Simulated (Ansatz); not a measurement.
The parent structure is TiO₂ in the anatase structure (space group I4_1/amd, No. 141).

```xyz
6
Lattice="-1.8994 1.8994 4.8504 1.8994 -1.8994 4.8504 1.8994 1.8994 -4.8504" Properties=species:S:1:pos:R:3 pbc="T T T"
Ti     0.0000     0.0000     4.8504
Ti     1.8994     0.0000     2.4252
O      0.0000     0.0000     2.8476
O      1.8994     0.0000     0.4224
O      1.8994     0.0000     4.4280
O      0.0000     0.0000     6.8532
```

All numbers come from plane-wave PAW DFT at the PBE level (Ansatz, an electronic-structure program, 420 eV), without spin-orbit coupling.

```csv
level,band gap
PBE,2.13 eV
```

Task: What does experiment give, and how far off is each level?

Result: Measured: band gap 3.42 eV (0 K or low temperature; as listed in Wei Kang, Mark S. Hybertsen, Physical Review B (2010)). Computed minus measured — band gap: PBE -1.29 eV. Measured values not marked as corrected hold thermal and zero-point effects that the static-lattice runs lack. A measured gap can be an optical one, lowered by exciton binding.

No phonon test of stability was made. The final runs are not spin-polarised.
